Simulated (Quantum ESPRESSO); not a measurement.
A self-consistent single point of Y3Cu4Ge4 (Immm, 11 atoms in the cell) with Quantum ESPRESSO.

Method: PBEsol, PSlibrary ultrasoft (PBE) pseudopotentials (plane waves; Quantum ESPRESSO).

```
Y3(CuGe)4
1.0
    2.11221     3.33295     6.98677
   -2.11221     3.33295     6.98677
   -2.11221    -3.33295     6.98677
Y Cu Ge
3 4 4
Direct
  0.00000   0.50000   0.50000
  0.12946   0.00000   0.12946
  0.87054   0.00000   0.87054
  0.33064   0.81004   0.52060
  0.66936   0.18996   0.47940
  0.33064   0.18996   0.14068
  0.66936   0.81004   0.85932
  0.21645   0.50000   0.71645
  0.78355   0.50000   0.28355
  0.50000   0.30861   0.19139
  0.50000   0.69139   0.80861
```

Reference input (self-consistent single point, DFT, PBEsol, plane waves, PSlibrary ultrasoft (PBE) pseudopotentials): ecutwfc = 50 Ry; ecutrho = 350 Ry; occupations = smearing; smearing = cold; degauss = 0.0073499 Ry; input_dft = pbesol; K_POINTS = automatic 6 6 6 1 1 1; conv_thr = 1e-09 Ry; mixing_beta = 0.3. This run's input differs from it in these lines:

```diff
@@ -14,4 +14,4 @@
   ntyp = 3
-  ecutwfc = 50
-  ecutrho = 350
+  ecutwfc = 20
+  ecutrho = 140
   occupations = 'smearing'
```

The program printed (abridged):

```
     Self-consistent Calculation

     iteration #  1     ecut=    20.00 Ry     beta= 0.30

     total energy              =    -781.91428660 Ry
     estimated scf accuracy    <       5.60804686 Ry

     iteration #  2     ecut=    20.00 Ry     beta= 0.30

     total energy              =    -783.57692784 Ry
     estimated scf accuracy    <       1.81563138 Ry

     iteration #  3     ecut=    20.00 Ry     beta= 0.30

     total energy              =    -783.62823226 Ry
     estimated scf accuracy    <       0.28667518 Ry

   [... 10 blocks of this kind left out ...]

     iteration # 14     ecut=    20.00 Ry     beta= 0.30

     total energy              =    -783.66077924 Ry
     estimated scf accuracy    <          2.2E-09 Ry

     iteration # 15     ecut=    20.00 Ry     beta= 0.30
     End of self-consistent calculation

     the Fermi energy is    10.6861 ev

!    total energy              =    -783.66077925 Ry
     estimated scf accuracy    <          8.4E-10 Ry
     smearing contrib. (-TS)   =      -0.00000150 Ry
     internal energy E=F+TS    =    -783.66077775 Ry

     convergence has been achieved in  15 iterations

     Forces acting on atoms (cartesian axes, Ry/au):

     atom    1 type  1   force =     0.00000000   -0.00000000    0.00000000
     atom    2 type  1   force =    -0.00000000    0.00000000    0.00594685
     atom    3 type  1   force =     0.00000000    0.00000000   -0.00594685
     atom    4 type  2   force =    -0.00000000    0.00246811   -0.00700532
     atom    5 type  2   force =     0.00000000   -0.00246811    0.00700532
   [... lines left out ...]

     Total force =     0.017978     Total SCF correction =     0.000054

          total   stress  (Ry/bohr**3)                   (kbar)     P=    -1460.38
  -0.00994087   0.00000000  -0.00000000        -1462.35        0.00       -0.00
   0.00000000  -0.00995743  -0.00000000            0.00    -1464.79       -0.00
  -0.00000000   0.00000000  -0.00988410           -0.00        0.00    -1454.00

   JOB DONE.
```

The run converged in 15 iterations. Against the reference run the free energy rises by 3.72 eV/atom, the pressure goes from -4.63 to -146.0 GPa and the largest force goes from 0.128 to 0.191 eV/Å.

The starting cell comes from a database of computed structures (which also holds hypothetical and non-ambient phases and stackings), without a prior relaxation at this level. Spin polarisation is off. At the lowered cutoff the pressure carries the error of an incomplete plane-wave basis.

Cost on one core of a shared machine: roughly 2 min.
